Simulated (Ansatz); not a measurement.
Bi2SO2 (model structure, started from the La2SO2 type, P-3m1, No. 164, 5 atoms in the cell): properties by level of theory

```tsv
level (code)	lattice parameter a (Å)	c axis length (Å)	bulk modulus (GPa)	cohesive energy (eV/atom)	band gap (eV)
LDA (Ansatz)	3.908	[?]	[?]	4.84	1.63
PBEsol (Ansatz)	3.941	[?]	106	[?]	1.62
r²SCAN (Ansatz)	3.963	6.796	106	[?]	1.95
```

Question: Fill in the missing entries.

Answer: 
- LDA (Ansatz, an electronic-structure program), c axis length (Å): 6.713
- LDA (Ansatz), bulk modulus (GPa): 114
- PBEsol (Ansatz), c axis length (Å): 6.761
- PBEsol (Ansatz), cohesive energy (eV/atom): 4.20
- r²SCAN (Ansatz), cohesive energy (eV/atom): 3.64

Computed values are for a static lattice. Spin–orbit coupling is included only where a level's name says +SOC; with heavier elements it mostly lowers gaps and can invert bands.  Each level is taken at its own relaxed cell. Cutoffs differ between the levels. Ansatz's density-functional and Hartree–Fock values are scalar-relativistic unless marked +SOC, with PAW data made under PBE.

Caveats: the bulk modulus is −V dP/dV from two relaxed cells at ±2 % in volume (LDA, PBEsol, r²SCAN). Ansatz's density-functional and Hartree–Fock values are scalar-relativistic unless marked +SOC, with PAW data made under PBE.

Free atoms are spin-polarised, in the lowest state found; at levels without +SOC their spin–orbit coupling is left out.

A model structure was made by putting elements into a prototype or built by hand; it is no filed structure, need not be a known phase, and can be a saddle point held by its symmetry.
